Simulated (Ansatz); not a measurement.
The starting structures come from a database of crystals and need not be the phases stable at ambient conditions.

 Where the default PAW files enter, the runs use the earlier of Ansatz's two default sets.

Data:

```xyz
12
Lattice="4.6376 0.0000 0.0000 -1.7959 5.7321 0.0000 -2.2710 1.1340 3.9636" Properties=species:S:1:pos:R:3 pbc="T T T"
Li    -0.3011     3.9450     0.5262
Li     0.8719     2.9211     3.4373
Be    -0.1808     5.6719     2.8776
Be     0.7516     1.1941     1.0860
B      2.0140     4.8807     1.5878
B     -1.4432     1.9854     2.3758
O      1.5283     4.4749     0.3873
O     -0.9576     2.3912     3.5763
O      1.2173     4.8421     2.7236
O     -0.6465     2.0240     1.2400
O     -1.2849     5.3249     1.6720
O      1.8556     1.5412     2.2915
```

Space group of this cell: P-1. The cell is taken as given; by r2SCAN its mean pressure is -4.5 GPa.

Transport runs along the normal of the first two printed cell vectors.

The gap is the functional's own. No spin-orbit coupling. Mid-gap values are interpolated on the energy grid.

Problem. Compute, with Ansatz (a first-principles code) with r2SCAN, the band gap and the smallest decay constant κ at mid-gap.

Solution. Gap 6.68 eV on a 8×6×8 mesh; κ = 0.532 1/Å, at the zone centre.
